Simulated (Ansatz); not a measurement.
The starting structures come from a database of crystals and need not be the phases stable at ambient conditions.

Tunnelling through a barrier is set by its complex band structure: the current falls as exp(−2κd) with the smallest κ.

Given:

```
SnZnP2
1.0
    3.92382     0.00000     0.00000
    0.00000     5.51072     0.00000
    0.00000     0.00000     4.00390
Zn Sn P
1 1 2
Direct
  0.00000   0.00000   0.00000
  0.50000   0.50000   0.50000
  0.50000   0.77294   0.00000
  0.00000   0.22706   0.50000
```

Space group of this cell: Pmm2. The cell is strained (lengths across the current scaled by 0.98, ions clamped); by r2SCAN its mean pressure is 3.6 GPa.

Transport runs along the normal of the first two printed cell vectors.

The gap is the functional's own. No spin-orbit coupling. Mid-gap values are interpolated on the energy grid.

Task: Compute, with r2SCAN (Ansatz, an electronic-structure program), the band gap and the smallest decay constant κ at mid-gap.

Result: Gap 0.85 eV on a 8×6×8 mesh; κ = 0.079 1/Å, at the zone centre.
